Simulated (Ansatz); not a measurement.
SnO (model structure, started from the NiAs type, P6₃/mmc, No. 194, 4 atoms in the cell): properties by level of theory

```
level (code)         lattice parameter a (Å)  lattice parameter c (Å)  enthalpy of formation (eV/atom)
-------------------  -----------------------  -----------------------  -------------------------------
PBE (Ansatz)                           3.469                    6.438                           -0.753
PBEsol (Ansatz)                        3.373                    6.437                           -0.797
PBE-D3(BJ) (Ansatz)               (withheld)                    6.457                           -0.811
```

Q: What belongs in the gaps?

A: 
- PBE-D3(BJ) (Ansatz, a program for electronic structure), lattice parameter a (Å): 3.410

Ansatz's density-functional and Hartree–Fock values are scalar-relativistic unless marked +SOC, with PAW data made under PBE.

A model structure was made by putting elements into a prototype or built by hand; it is no filed structure, need not be a known phase, and can be a saddle point held by its symmetry.
